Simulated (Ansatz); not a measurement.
KSrCl3 in the cubic perovskite structure (space group Pm-3m, No. 221; a hypothetical phase, not in the database extracts checked)

```cif
data_Cl3KSr
_chemical_formula_sum 'K1 Sr1 Cl3'
_space_group_name_H-M_alt 'Pm-3m'
_space_group_IT_number 221
_space_group_name_Hall '-P 4 2 3'
_cell_length_a 5.67674
_cell_length_b 5.67674
_cell_length_c 5.67674
_cell_angle_alpha 90.000
_cell_angle_beta 90.000
_cell_angle_gamma 90.000
loop_
_atom_site_label
_atom_site_type_symbol
_atom_site_symmetry_multiplicity
_atom_site_Wyckoff_symbol
_atom_site_fract_x
_atom_site_fract_y
_atom_site_fract_z
_atom_site_occupancy
K1 K 1 a 0.00000 0.00000 0.00000 1
Sr1 Sr 1 b 0.50000 0.50000 0.50000 1
Cl1 Cl 3 c 0.00000 0.50000 0.50000 1
```

Method: PBE/PAW in Ansatz (a program for electronic structure), no spin-orbit coupling. Settings: 6×6×6 k-points, 0.05 eV Fermi–Dirac smearing.

Volume per atom: 36.59 Å³
Density: 2.12 g/cm³
Band gap: 4.44 eV, indirect, R → Γ
Electron mass: 0.49 mₑ
Lowest conduction-band minima above the VBM: Γ 4.44 eV
Total energy: -1666.308 eV/atom (σ→0; compares only within this code and set-up)

Masses are band curvatures over ±0.01 Å⁻¹ around the edge. No phonon test of stability was made. Many cubic perovskites are stable only at high temperature; tilts and polar distortions were not tested.
